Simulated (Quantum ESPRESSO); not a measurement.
Input and output of a self-consistent single point for Co2O3F (C2/m, 12 atoms in the cell) (Quantum ESPRESSO).

Level of theory: PBEsol, PSlibrary PAW (PBE) pseudopotentials (plane waves; Quantum ESPRESSO).

```
Co2O3F
1.0
    4.43199    -3.07087     0.00000
    4.43199     3.07087     0.00000
   -3.81730     0.00000     4.43777
Co O F
4 6 2
Direct
  0.54455   0.54455   0.29596
  0.45545   0.45545   0.70404
  0.00000   0.00000   0.00000
  0.00000   0.00000   0.50000
  0.17760   0.17760   0.42367
  0.82240   0.82240   0.57633
  0.69401   0.30599   0.50000
  0.30599   0.69401   0.50000
  0.68878   0.31122   0.00000
  0.31122   0.68878   0.00000
  0.20002   0.20002   0.96499
  0.79998   0.79998   0.03501
```
Moments meant for the start (each program seeds them in its own way; μB, in the order of the atoms Co Co Co Co O O O O O O F F): 3.0 3.0 3.0 3.0 0.0 0.0 0.0 0.0 0.0 0.0 0.0 0.0.

Reference input (self-consistent single point, DFT, PBEsol, plane waves, PSlibrary PAW (PBE) pseudopotentials): ecutwfc = 55 Ry; ecutrho = 330 Ry; occupations = smearing; smearing = fermi-dirac; degauss = 0.0073499 Ry; nspin = 2; input_dft = pbesol; K_POINTS = automatic 4 4 4 1 1 1; conv_thr = 1e-11 Ry; mixing_beta = 0.3. This run's input differs from it in these lines:

```diff
@@ -12,4 +12,4 @@
  ntyp = 3
- ecutwfc = 55
- ecutrho = 330
+ ecutwfc = 33
+ ecutrho = 198
  occupations = 'smearing'
```

The program printed (abridged):

```
     Self-consistent Calculation

     iteration #  1     ecut=    33.00 Ry     beta= 0.30

     total energy              =   -1001.61807613 Ry
     estimated scf accuracy    <       3.05838263 Ry

     total magnetization       =    10.63 Bohr mag/cell
     absolute magnetization    =    10.66 Bohr mag/cell

     iteration #  2     ecut=    33.00 Ry     beta= 0.30

     total energy              =   -1001.60651233 Ry
     estimated scf accuracy    <       9.78094798 Ry

     total magnetization       =     4.90 Bohr mag/cell
     absolute magnetization    =     4.97 Bohr mag/cell

     iteration #  3     ecut=    33.00 Ry     beta= 0.30

   [... lines left out ...]
     atom   2 (R=0.143)  charge=  6.0964  magn=  0.9406
     atom   3 (R=0.143)  charge=  6.1020  magn=  0.5504
     atom   4 (R=0.143)  charge=  6.0992  magn=  1.5810
     atom   5 (R=0.143)  charge=  5.0661  magn=  0.1556
     atom   6 (R=0.143)  charge=  5.0661  magn=  0.1556
     atom   7 (R=0.143)  charge=  5.0657  magn=  0.1479
     atom   8 (R=0.143)  charge=  5.0657  magn=  0.1479
     atom   9 (R=0.143)  charge=  5.0529  magn=  0.1382
     atom  10 (R=0.143)  charge=  5.0529  magn=  0.1382
     atom  11 (R=0.146)  charge=  6.2812  magn=  0.0507
     atom  12 (R=0.146)  charge=  6.2812  magn=  0.0507
     End of self-consistent calculation

     the Fermi energy is     6.7858 ev

!    total energy              =   -1002.68124689 Ry
     estimated scf accuracy    <          4.1E-12 Ry
     smearing contrib. (-TS)   =      -0.01978281 Ry
     internal energy E=F+TS    =   -1002.66146408 Ry

     total magnetization       =     5.42 Bohr mag/cell
     absolute magnetization    =     5.53 Bohr mag/cell

     convergence has been achieved in  42 iterations

     Forces acting on atoms (cartesian axes, Ry/au):

     atom    1 type  1   force =    -0.00947399    0.00000000   -0.00956215
     atom    2 type  1   force =     0.00947399    0.00000000    0.00956215
     atom    3 type  1   force =     0.00000000    0.00000000    0.00000000
     atom    4 type  1   force =     0.00000000    0.00000000    0.00000000
   [... lines left out ...]

     Total force =     0.033311     Total SCF correction =     0.000002

          total   stress  (Ry/bohr**3)                   (kbar)     P=     -427.75
  -0.00293491   0.00000000   0.00011647         -431.74        0.00       17.13
   0.00000000  -0.00288978   0.00000000            0.00     -425.10        0.00
   0.00011647  -0.00000000  -0.00289863           17.13       -0.00     -426.40

   JOB DONE.
```

The run converged in 42 iterations. Against the reference run the free energy rises by 269 meV/atom, the pressure goes from -17.49 to -42.77 GPa, the largest force goes from 0.365 to 0.346 eV/Å and the size of the net moment moves little (0.46 to 0.45 μB/atom).

The starting cell comes from a database of computed structures (which also holds hypothetical and non-ambient phases and stackings), without a prior relaxation at this level. The magnetic order is the one reached from the typed start; others were not searched systematically.

Cost on one core of a shared machine: roughly 8 min.
